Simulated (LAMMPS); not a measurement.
MD of HgS (zinc blende) at zero pressure, 4096 atoms, as a crystal; each row is its own run.

All values are model results, not measurements: classical MD, pair style sw, file CdTeZnSeHgS0.sw (LAMMPS).

| T (K) | volume (Å³/atom) |
|---|---|
| 200 | 25.212 |
| 500 | 25.313 |
| 660 | 25.354 |
| 820 | 25.384 |
| 990 | 25.421 |
| 1160 | 25.477 |
| 1320 | 25.540 |

Question: Fit a straight line, y = a + b x, to these rows (x is the first column, y the second) and predict the run at x = 300.

Answer: Least squares gives a = 25.163 and b = 0.0002763. At x = 300 the fit predicts 25.246 Å³/atom. The run itself gave 25.2488 ± 0.0003 Å³/atom, so the fit is 0.012 % low.

Caution: in nature this polymorph isn't the stable one over the whole range of temperature at this pressure, and short runs keep a crystal in its starting form.

Caution (rows 500; 660; 820; 990; 1160; 1320): a run this short can hold a crystal over, or a liquid under, the potential's own melting point, which these runs don't give.
